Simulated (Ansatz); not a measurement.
## TiSi2: element substitutions

Take TiSi2 (space group Fddd, No. 70; a = 4.760 Å, b = 8.180 Å, c = 8.500 Å) as the base.

Each row replaces one element on all its sites; cell and atoms are relaxed.

Levels (all Ansatz, a program for electronic structure, PAW): PBEsol (420 eV, no spin-orbit coupling); r2SCAN (500 eV, no SOC).

Pressures by level, all at the geometries relaxed with PBEsol:

```csv
case,PBEsol,r2SCAN
base,0.0 GPa,1.8 GPa
Si → Pt,0.0 GPa,…
Si → Be,0.0 GPa,…
```

Task: Complete the table.

Result: 
- Si → Pt, r2SCAN: 4.2 GPa
- Si → Be, r2SCAN: 2.4 GPa

Single points use the geometry relaxed with PBEsol. Their cutoffs differ, which shifts pressures a little. Whether these cells are dynamically stable was not tested. As relaxed here, TiPt2 and TiBe2 are hypothetical phases, not in the database extracts checked. The final runs are not spin-polarised. TiBe2 has a high density of states at the Fermi level and may be magnetic at this level.
